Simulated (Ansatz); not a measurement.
## TaSi2 (P6_422): resistivity and electron-phonon coupling

Consider the following.

```xyz
9
Lattice="4.7627 0.0000 0.0000 -2.3814 4.1247 0.0000 0.0000 0.0000 6.5509" Properties=species:S:1:pos:R:3 pbc="T T T"
Ta    -1.1907     2.0623     2.1836
Ta     2.3814     0.0000     0.0000
Ta     1.1907     2.0623     4.3672
Si     2.3814     2.8114     0.0000
Si    -1.2441     3.4680     4.3672
Si     1.1373     0.6566     2.1836
Si     0.0000     1.3132     0.0000
Si     3.6255     0.6566     4.3672
Si     1.2441     3.4680     2.1836
```

The numbers are results of PBEsol, DFPT electron-phonon coupling, linearised Boltzmann equation (plane waves, PAW, scalar-relativistic; Ansatz, a program for electronic structure), not measurements. Cell: relaxed with this functional, without spin-orbit coupling.

The resistivity at 300 K is 39 (x), 39 (y), 23 (z) μΩ·cm and the electron-phonon coupling λ is 0.38. The transport coupling λ_tr comes out as 0.38 (x), 0.38 (y), 0.34 (z). The logarithmic mean phonon energy comes out as 23 meV and the density of states at the Fermi level is 1.49 states/(eV·spin·cell). The drude plasma energy is 3.3 (x), 3.3 (y), 4.1 (z) eV.

A metal at this level (no band gap). Only scattering by harmonic phonons is included (no impurities, grain boundaries, electron-electron scattering or thermal expansion). Spin-orbit coupling is left out, which matters with elements this heavy. Halving the electron mesh (20x20x12) moves the resistivity by up to 1 % at 300 K, the coupling by up to 3 %. Smearing 0.20 eV; phonons on a 4x4x2 q mesh, which this run doesn't test and which matters most at low temperature.
